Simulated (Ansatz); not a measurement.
Base system: SiO2 in the rutile structure (space group P4_2/mnm, No. 136; a = 4.236 Å, c = 2.690 Å).

All numbers come from plane-wave PAW DFT at the PBE level (Ansatz, a first-principles code, 420 eV), spin-orbit coupling left out.

For the base:

| Item | Value |
|---|---|
| Width of the top valence band | 2.56 eV |
| Electron mass | 0.36 mₑ along c, 0.45 mₑ across (at Γ) |
| Pressure | 0.01 GPa |

The change: every lattice vector is shortened by 0.60 %, atoms relaxed at fixed cell.

Q: How does this affect the width of the top valence band, energy relative to the base, electron mass and pressure?

A: The width of the top valence band grows by 0.06 eV (2.56 eV → 2.62 eV); the energy rises by 2.3 meV/atom; the electron mass changes from 0.36 mₑ along c, 0.45 mₑ across (at Γ) to 0.38 mₑ along c, 0.47 mₑ across (at Γ); the pressure (mean of the normal stresses, compression positive) rises by 5.215 GPa, from 0.01 GPa to 5.22 GPa.

The levels and masses belong to the bands next to the band gap. The cells carry an imposed strain or load. Effective masses come from finite differences of ±0.01 Å⁻¹. Stability against distortions was not tested.
